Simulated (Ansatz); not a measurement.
Given:

```xyz
2
Lattice="0.0000 2.7127 2.7127 2.7127 0.0000 2.7127 2.7127 2.7127 0.0000" Properties=species:S:1:pos:R:3 pbc="T T T"
Mg     0.0000     0.0000     0.0000
Se     2.7127     2.7127     2.7127
```

No spin polarisation.

Calculations: DFT with PBE, PAW potentials and a 420 eV plane-wave cutoff in Ansatz (a quantum-chemistry and plane-wave program), spin-orbit coupling left out. Γ-centred 10×10×10 mesh, Fermi–Dirac width 0.05 eV.

Problem. Predict the gap character, smallest direct gap and band gap.

Solution. 
```json
{
  "gap_character": "indirect, Γ → X",
  "smallest_direct_gap": "2.70 eV",
  "band_gap": "1.85 eV"
}
```

The cells carry an imposed strain or load. Whether these cells are dynamically stable was not tested. The cell was made from MgSe in the rock salt structure (space group Fm-3m, No. 225) by this change: isotropic strain −1.50 %.
